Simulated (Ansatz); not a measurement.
An Ansatz (a first-principles code) input for (Sr,Ba)TiO3 alloy cell Ba7SrTi8O24 (perovskite start):

Ansatz 0.2 input:
```yaml
crystal:
  lattice:
    - [8.100974537, 0.013376969, -0.002120575]
    - [0.013580815, 8.220784341, 0.001222891]
    - [-0.002105197, 0.001215432, 8.015333342]
  atoms:
    - { symbol: Sr, position: [-0.007504597, -0.015498454, -0.001566149] }
    - { symbol: Ba, position: [-0.004662745, -0.007554861, 0.499292275] }
    - { symbol: Ba, position: [-0.003985505, 0.492709381, -0.000907736] }
    - { symbol: Ba, position: [-0.003835525, 0.493114055, 0.499114897] }
    - { symbol: Ba, position: [0.495052018, -0.00759056, -0.001305079] }
    - { symbol: Ba, position: [0.495021841, -0.006728299, 0.499034582] }
    - { symbol: Ba, position: [0.49638481, 0.492970873, -0.000936075] }
    - { symbol: Ba, position: [0.496142387, 0.491792188, 0.498804356] }
    - { symbol: Ti, position: [0.236907565, 0.234937155, 0.249577487] }
    - { symbol: Ti, position: [0.235573674, 0.234966433, 0.753434304] }
    - { symbol: Ti, position: [0.236333278, 0.738555713, 0.24336956] }
    - { symbol: Ti, position: [0.25590566, 0.737564804, 0.745266182] }
    - { symbol: Ti, position: [0.741085905, 0.234506894, 0.243416298] }
    - { symbol: Ti, position: [0.739316215, 0.234926823, 0.74665752] }
    - { symbol: Ti, position: [0.73838503, 0.737863708, 0.253153061] }
    - { symbol: Ti, position: [0.757775121, 0.738601432, 0.754758763] }
    - { symbol: O, position: [0.252357585, 0.255880441, -0.001120143] }
    - { symbol: O, position: [0.251670021, 0.253967484, 0.498342397] }
    - { symbol: O, position: [0.244606357, 0.759706484, 0.001407876] }
    - { symbol: O, position: [0.246897376, 0.757383115, 0.501831365] }
    - { symbol: O, position: [0.755872505, 0.254246528, 0.000904906] }
    - { symbol: O, position: [0.754609371, 0.253749425, 0.50182443] }
    - { symbol: O, position: [0.751500631, 0.760096151, -0.002809866] }
    - { symbol: O, position: [0.749129232, 0.757731533, 0.496835074] }
    - { symbol: O, position: [0.24779703, 0.011265038, 0.246459637] }
    - { symbol: O, position: [0.243830939, 0.01140083, 0.75407894] }
    - { symbol: O, position: [0.24963255, 0.513952869, 0.248471902] }
    - { symbol: O, position: [0.248997829, 0.513144968, 0.749856004] }
    - { symbol: O, position: [0.755924751, 0.010893758, 0.244131334] }
    - { symbol: O, position: [0.751943473, 0.011083608, 0.752831267] }
    - { symbol: O, position: [0.752125385, 0.513501283, 0.249009926] }
    - { symbol: O, position: [0.750765013, 0.513958921, 0.750389691] }
    - { symbol: O, position: [0.006439052, 0.253174623, 0.247166989] }
    - { symbol: O, position: [0.005369123, 0.253693116, 0.752441372] }
    - { symbol: O, position: [0.003861776, 0.758745623, 0.245762969] }
    - { symbol: O, position: [-0.006602988, 0.758707406, 0.752994978] }
    - { symbol: O, position: [0.508873944, 0.252783857, 0.248583264] }
    - { symbol: O, position: [0.50730876, 0.253203805, 0.750216661] }
    - { symbol: O, position: [0.505001916, 0.756040457, 0.248416235] }
    - { symbol: O, position: [0.492686946, 0.755951959, 0.750157699] }
basis:
  ecutwfc: 420
  ecutrho_ratio: 4
  xc_grid: 2
kpoints:
  mp_grid: { grid: [3, 3, 3] }
hamiltonian:
  xc: pbe
  dispersion: none
  pseudopotentials: { kind: paw }
scf:
  n_extra_bands: 22
  occupations: { method: fermi_dirac, width: 0.01 }
output:
  forces: true
  stress: true
  eigenstates:
    kpoints:
      - [0.0, 0.0, 0.0]
    e_range: [-4.0, 6.0]
    localisation: true
relax:
  f_tol: 0.03
  max_steps: 90
  cell: { stress_tol: 0.15 }
```

The numbers are results of PBE (plane waves to 420 eV, PAW; Ansatz), not measurements. Scalar-relativistic, without spin–orbit coupling; the runs are not spin-polarised. Its k-point mesh 3×3×3, Fermi–Dirac width 0.01 eV.

### Question
What does the end of the output print (band table and long remarks left out, numbers rounded to eight decimals)?

### Answer
```
SCF converged after 6 iterations
Free energy (F): -78871.781114 eV
Harris-Foulkes:  -78871.781114 eV  (|F-HF|=2.91e-11)
Internal energy: -78871.781114 eV  (E = F + TS)
E sigma→0 (E₀):  -78871.781114 eV
Fermi energy:    10.838848 eV
--- Per-component energies (eV) ---
  E_band       = -1356.311211
  E_kinetic    = 7825.677459
  E_local      = -17709.030861  (includes V_loc(G=0)·N_el)
  E_nonlocal   = 1774.984987
  E_hartree    = 6809.684905
  E_xc         = -3931.811747
  E_vxc        = -4388.215607  (∫ρ·V_xc dr)
  E_paw        = -51426.323225  (= ΣΔE_a)
  E_vpaw       = -2479.155945  (= ΣTr[D̂ρ^β])
  E_aug_tail   = 0.059112  (compensation charges beyond the density's cutoff)
  E_ewald      = -22215.021745
  E_smearing   = 0.000000  (= −TS)
  E_closure    = 0.000000  (closes the sum)
  Σ components = -78871.781114   (vs F -78871.781114, Δ=0.00e0)
--- Forces (eV/Å), atoms counted from 1 ---
  atom   1  Sr     0.00043609    -0.01104286    -0.00844132
  atom   2  Ba     0.00116328     0.00298690     0.00950730
  atom   3  Ba     0.00353956    -0.00403685    -0.00594507
  atom   4  Ba     0.00322807    -0.00760212     0.00579795
  atom   5  Ba    -0.00044516     0.00523884    -0.00380534
  atom   6  Ba    -0.00108936    -0.00225629     0.00192161
  atom   7  Ba     0.00249452    -0.01032318    -0.00208822
  atom   8  Ba     0.00247495    -0.00329693     0.00142478
  atom   9  Ti     0.00917340    -0.01229369    -0.01409840
  atom  10  Ti    -0.00138280    -0.01354707    -0.00614578
  atom  11  Ti     0.01430557    -0.02507203     0.00784236
  atom  12  Ti    -0.00454637    -0.01917141     0.00402335
  atom  13  Ti     0.00445557    -0.01569283    -0.00300387
  atom  14  Ti     0.00794606    -0.01836868     0.00657994
  atom  15  Ti     0.00570523    -0.02238285    -0.01308527
  atom  16  Ti     0.00443716    -0.01191422    -0.01546837
  atom  17  O     -0.00020331     0.00679511     0.01442326
  atom  18  O      0.00167910     0.00249419     0.00222125
  atom  19  O     -0.00101638     0.00542075    -0.00066354
  atom  20  O     -0.00450861     0.00363310    -0.00991316
  atom  21  O     -0.00073186     0.00666913     0.00203676
  atom  22  O     -0.00244797     0.00237986    -0.00604728
  atom  23  O     -0.00222771     0.00626542     0.01683228
  atom  24  O      0.00061959     0.00472152     0.00653333
  atom  25  O      0.00017478     0.01291233     0.00096479
  atom  26  O      0.00433594     0.00920522    -0.00019543
  atom  27  O     -0.00260018     0.01610873     0.00114426
  atom  28  O     -0.00208610     0.01511063    -0.00028495
  atom  29  O      0.00120394     0.01410593     0.00191271
  atom  30  O     -0.00350066     0.01211160    -0.00073351
  atom  31  O     -0.00271623     0.01871709     0.00041304
  atom  32  O     -0.00486838     0.01097667    -0.00049532
  atom  33  O     -0.00970004     0.00386334     0.00114478
  atom  34  O     -0.00362729     0.00682857     0.00026916
  atom  35  O     -0.00952099     0.00433777    -0.00002876
  atom  36  O     -0.00220146     0.00082043     0.00091785
  atom  37  O     -0.00230697     0.00177000     0.00449047
  atom  38  O     -0.00264467     0.00165940    -0.00207283
  atom  39  O     -0.00635212     0.00021274    -0.00182996
  atom  40  O      0.00337560     0.00163301     0.00393164
  max |Σ_I F_I| component: 2.38e-5 eV/Å
--- Stress (GPa, compression-positive) ---
       -0.098712      -0.002584       0.002649
       -0.002584      -0.124550       0.000623
        0.002649       0.000623      -0.039483
  P = ⅓ Tr σ = -0.0876 GPa (-0.876 kbar)
--- Relaxed structure (8 steps of the walk, 7 accepted, 1 SCFs on fresh bases) ---
  F+E_penalty+E_count = -78871.78111429 eV   max|allowed force component| = 2.507e-2 eV/Å   (the final SCF, on the basis selected at the relaxed cell)
  cell:  # Å, volume = 529.2217 Å³
    - [8.06683343, 0.01518419, -0.00094756]
    - [0.01532202, 8.24247580, 0.00174931]
    - [-0.00095095, 0.00173788, 7.95936455]
  atoms:
    - { symbol: Sr, position: [-0.00745041, -0.01513062, -0.00115966] }
    - { symbol: Ba, position: [-0.00475260, -0.00637033, 0.49926011] }
    - { symbol: Ba, position: [-0.00279179, 0.49366079, -0.00066578] }
    - { symbol: Ba, position: [-0.00268443, 0.49403366, 0.49911702] }
    - { symbol: Ba, position: [0.49509807, -0.00642091, -0.00143313] }
    - { symbol: Ba, position: [0.49510808, -0.00579366, 0.49890855] }
    - { symbol: Ba, position: [0.49724729, 0.49404146, -0.00091631] }
    - { symbol: Ba, position: [0.49701446, 0.49254611, 0.49884886] }
    - { symbol: Ti, position: [0.23672605, 0.23350598, 0.24950030] }
    - { symbol: Ti, position: [0.23589133, 0.23352771, 0.75312865] }
    - { symbol: Ti, position: [0.23597408, 0.73780286, 0.24322026] }
    - { symbol: Ti, position: [0.25638075, 0.73673829, 0.74494812] }
    - { symbol: Ti, position: [0.74062389, 0.23344082, 0.24338534] }
    - { symbol: Ti, position: [0.73964749, 0.23373396, 0.74653931] }
    - { symbol: Ti, position: [0.73793238, 0.73697397, 0.25324052] }
    - { symbol: Ti, position: [0.75816803, 0.73727842, 0.75452605] }
    - { symbol: O, position: [0.25307757, 0.25608635, -0.00108619] }
    - { symbol: O, position: [0.25238963, 0.25379487, 0.49853021] }
    - { symbol: O, position: [0.24518769, 0.75927227, 0.00112942] }
    - { symbol: O, position: [0.24708365, 0.75776255, 0.50170498] }
    - { symbol: O, position: [0.75554486, 0.25498755, 0.00100892] }
    - { symbol: O, position: [0.75463692, 0.25367597, 0.50176263] }
    - { symbol: O, position: [0.75118609, 0.75918803, -0.00263920] }
    - { symbol: O, position: [0.74921662, 0.75770277, 0.49719366] }
    - { symbol: O, position: [0.24718727, 0.01132871, 0.24627857] }
    - { symbol: O, position: [0.24416676, 0.01166167, 0.75362113] }
    - { symbol: O, position: [0.24952759, 0.51460261, 0.24899179] }
    - { symbol: O, position: [0.24829191, 0.51387911, 0.74970073] }
    - { symbol: O, position: [0.75505748, 0.01120672, 0.24452777] }
    - { symbol: O, position: [0.75227249, 0.01153567, 0.75325588] }
    - { symbol: O, position: [0.75098800, 0.51390883, 0.24906462] }
    - { symbol: O, position: [0.74965795, 0.51447654, 0.74984365] }
    - { symbol: O, position: [0.00628646, 0.25355882, 0.24799164] }
    - { symbol: O, position: [0.00538482, 0.25391446, 0.75174501] }
    - { symbol: O, position: [0.00347592, 0.75816713, 0.24593809] }
    - { symbol: O, position: [-0.00658991, 0.75795557, 0.75259149] }
    - { symbol: O, position: [0.50814722, 0.25234979, 0.24902697] }
    - { symbol: O, position: [0.50709781, 0.25277938, 0.75023670] }
    - { symbol: O, position: [0.50464020, 0.75612159, 0.24848766] }
    - { symbol: O, position: [0.49244604, 0.75591509, 0.74999481] }
```

Cost: roughly 22 core-minutes.
